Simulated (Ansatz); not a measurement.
Zr3RhH (model structure, Pm-3m, No. 221, 5 atoms in the cell) was calculated with LDA (PAW; Ansatz, a first-principles code).

Numerical settings: plane-wave cutoff 520 eV, 12×12×12 k mesh, Fermi–Dirac smearing 0.05 eV, no spin polarisation, scalar-relativistic PAW data made under PBE.

Cell (relaxed at this level):

Space group Pm-3m (No. 221); a = b = c = 4.2725 Å, α = β = γ = 90.00°

```
atom  site  symmetry       x       y       z
----  ----  --------  ------  ------  ------
Rh      1a      m-3m  0.0000  0.0000  0.0000
Zr      3c    4/mm.m  0.0000  0.5000  0.5000
H       1b      m-3m  0.5000  0.5000  0.5000
```

Problem. What does this level give for the bulk modulus?

Solution. 
bulk modulus: 144 GPa

Note: the run has no spin polarisation, so it can have missed a magnetic state; the bulk modulus is −V dP/dV from two relaxed cells at ±2 % in volume; the relaxation could raise the start's symmetry but not lower it, so the cell can be a saddle point.

The computed numbers hold no vibrational or temperature effects.

A model structure was made by putting elements into a prototype or built by hand; it is no filed structure, need not be a known phase, and can be a saddle point held by its symmetry.
